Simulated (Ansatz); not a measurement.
Input for Cu(In,Ga)Te2 alloy cell Cu2GaInTe4 (chalcopyrite start):

Ansatz 0.2 input:
```yaml
crystal:
  lattice:
    - [6.187903993, -0.000000114, -0.000000036]
    - [-0.000000114, 6.188294352, 0.00000016]
    - [-0.000000072, 0.000000319, 12.382268033]
  atoms:
    - { symbol: Cu, position: [-0.000000005, -0.000000027, -0.006423528] }
    - { symbol: Cu, position: [0.500000038, 0.499999987, 0.50538561] }
    - { symbol: Cu, position: [0.000000035, 0.499999986, 0.25642352] }
    - { symbol: Cu, position: [0.500000032, -0.000000017, 0.744614348] }
    - { symbol: Ga, position: [0.000000001, 0.000000123, 0.505605909] }
    - { symbol: In, position: [0.499999553, 0.500000484, -0.005143316] }
    - { symbol: In, position: [0.500000126, -0.000000105, 0.255143576] }
    - { symbol: Ga, position: [-0.000000074, 0.500000066, 0.744394194] }
    - { symbol: Te, position: [0.264993298, 0.249999913, 0.624999911] }
    - { symbol: Te, position: [0.786673844, 0.75000001, 0.125000061] }
    - { symbol: Te, position: [0.761956853, 0.226005158, 0.862534354] }
    - { symbol: Te, position: [0.238043585, 0.726005518, 0.387465387] }
    - { symbol: Te, position: [0.213326059, 0.250000043, 0.125000004] }
    - { symbol: Te, position: [0.735006596, 0.749999932, 0.624999977] }
    - { symbol: Te, position: [0.761956426, 0.273994446, 0.38746538] }
    - { symbol: Te, position: [0.23804363, 0.773994485, 0.862534615] }
basis:
  ecutwfc: 420
  ecutrho_ratio: 4
  xc_grid: 2
kpoints:
  mp_grid: { grid: [4, 4, 2] }
hamiltonian:
  xc: pbe
  dispersion: none
  pseudopotentials: { kind: paw }
scf:
  n_extra_bands: 19
  occupations: { method: fermi_dirac, width: 0.01 }
output:
  forces: true
  stress: true
  eigenstates:
    kpoints:
      - [0.0, 0.0, 0.0]
      - [0.0, -0.5, -0.5]
      - [-0.5, 0.0, -0.5]
      - [-0.5, -0.5, 0.0]
    e_range: [-4.0, 6.0]
    localisation: true
relax:
  f_tol: 0.03
  max_steps: 90
  cell: { stress_tol: 0.15 }
```

All values below come from PBE (plane waves to 420 eV, PAW; Ansatz, an electronic-structure program). Spin–orbit coupling is left out. Its k-point mesh 4×4×2, Fermi–Dirac width 0.01 eV.

**Question.** Write the closing report of this run, without the band table and long remarks, to eight decimals at most.

**Answer.** 
```
SCF converged after 6 iterations
Free energy (F): -101106.401137 eV
Harris-Foulkes:  -101106.401137 eV  (|F-HF|=1.05e-9)
Internal energy: -101106.400790 eV  (E = F + TS)
E sigma→0 (E₀):  -101106.400963 eV
Entropy (-TS):   -0.000346 eV (-0.022 meV/atom)
Fermi energy:    7.929566 eV
--- Per-component energies (eV) ---
  E_band       = -4519.298619
  E_kinetic    = 3356.475532
  E_local      = -42232.866935  (includes V_loc(G=0)·N_el)
  E_nonlocal   = 693.864747
  E_hartree    = 20797.716547
  E_xc         = -1912.216719
  E_vxc        = -1597.738157  (∫ρ·V_xc dr)
  E_paw        = -56269.734933  (= ΣΔE_a)
  E_vpaw       = -6334.465389  (= ΣTr[D̂ρ^β])
  E_aug_tail   = -0.000541  (compensation charges beyond the density's cutoff)
  E_ewald      = -25539.638488
  E_smearing   = -0.000346  (= −TS)
  E_closure    = 0.000000  (closes the sum)
  Σ components = -101106.401137   (vs F -101106.401137, Δ=0.00e0)
--- Forces (eV/Å), atoms counted from 1 ---
  atom   1  Cu    0.00000000     0.00000000    -0.00297253
  atom   2  Cu     0.00000000    0.00000000     0.00657660
  atom   3  Cu     0.00000000    0.00000000     0.00297253
  atom   4  Cu    0.00000000     0.00000000    -0.00657660
  atom   5  Ga     0.00000000    0.00000000     0.00019361
  atom   6  In    0.00000000     0.00000000    -0.00406506
  atom   7  In     0.00000000    0.00000000     0.00406506
  atom   8  Ga    0.00000000     0.00000000    -0.00019361
  atom   9  Te    -0.00383311     0.00000000     0.00000000
  atom  10  Te    -0.00039905     0.00000000     0.00000000
  atom  11  Te     0.00032953     0.00669925     0.00376334
  atom  12  Te    -0.00032953     0.00669925    -0.00376334
  atom  13  Te     0.00039905    0.00000000    0.00000000
  atom  14  Te     0.00383311    0.00000000    0.00000000
  atom  15  Te     0.00032953    -0.00669925    -0.00376334
  atom  16  Te    -0.00032953    -0.00669925     0.00376334
  max |Σ_I F_I| component: 2.45e-16 eV/Å
--- Stress (GPa, compression-positive) ---
        0.018511      0.000000      0.000000
       0.000000      -0.009315      0.000000
       0.000000      0.000000       0.017099
  P = ⅓ Tr σ = 0.0088 GPa (0.088 kbar)
--- Relaxed structure (3 steps of the walk, 2 accepted, 1 SCFs on fresh bases) ---
  F+E_penalty+E_count = -101106.40113668 eV   max|allowed force component| = 6.699e-3 eV/Å   (the final SCF, on the basis selected at the relaxed cell)
  cell:  # Å, volume = 476.1348 Å³
    - [6.19419061, 0.0, 0.0]
    - [0.0, 6.18847328, 0.0]
    - [0.0, 0.0, 12.42115185]
  atoms:
    - { symbol: Cu, position: [0.0, 0.0, -0.00529721] }
    - { symbol: Cu, position: [0.50000000, 0.50000000, 0.50464356] }
    - { symbol: Cu, position: [0.0, 0.50000000, 0.25529721] }
    - { symbol: Cu, position: [0.50000000, 0.0, 0.74535644] }
    - { symbol: Ga, position: [0.0, 0.0, 0.50424424] }
    - { symbol: In, position: [0.50000000, 0.50000000, -0.00368496] }
    - { symbol: In, position: [0.5, 0.0, 0.25368496] }
    - { symbol: Ga, position: [0.0, 0.50000000, 0.74575576] }
    - { symbol: Te, position: [0.26434240, 0.25, 0.625] }
    - { symbol: Te, position: [0.78502192, 0.75, 0.12500000] }
    - { symbol: Te, position: [0.75907692, 0.22653339, 0.86560240] }
    - { symbol: Te, position: [0.24092308, 0.72653339, 0.38439760] }
    - { symbol: Te, position: [0.21497808, 0.25, 0.125] }
    - { symbol: Te, position: [0.73565760, 0.75000000, 0.62500000] }
    - { symbol: Te, position: [0.75907692, 0.27346661, 0.38439760] }
    - { symbol: Te, position: [0.24092308, 0.77346661, 0.86560240] }
```

Cost: about 4 core-minutes (a rough figure).
